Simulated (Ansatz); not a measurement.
The parent structure is LaP in the CsCl type structure (space group Pm-3m, No. 221; a = 3.641 Å; a hypothetical phase, not in the database extracts checked; relaxed with 0.1 eV smearing).

(Cell as relaxed with PBE.)

Levels (all Ansatz, a quantum-chemistry and plane-wave program, PAW): PBE (420 eV, no spin-orbit coupling); r2SCAN (500 eV, no SOC).

Each level relaxes its own structure.

```csv
base,PBE,r2SCAN
volume per atom,24.13 Å³,24.30 Å³
lattice parameter a,6.880 bohr,6.896 bohr
band gap,zero,zero
```

One thing is altered: the cell is scaled by 1.0259 in all directions; the atoms relax in the strained cell.

```tsv
quantity	PBE	r2SCAN
energy relative to the base (free energy F)	+31 meV/atom	…
pressure	-4.9 GPa	…
band gap	zero	…
```

Task: Predict the r2SCAN column.

Result: 
- energy relative to the base (free energy F), r2SCAN: +33 meV/atom
- pressure, r2SCAN: -5.1 GPa
- band gap, r2SCAN: zero

PBE's energy relative to the base lies 1.9 meV/atom below r2SCAN's; PBE's pressure lies 0.27 GPa above r2SCAN's; the two agree on the band gap. Neither level is exact; r2SCAN is the comparison here, not a measurement.

Stability against distortions was not tested. All final runs are without spin polarisation. The zero or small gap of LaP can change with the level of theory.
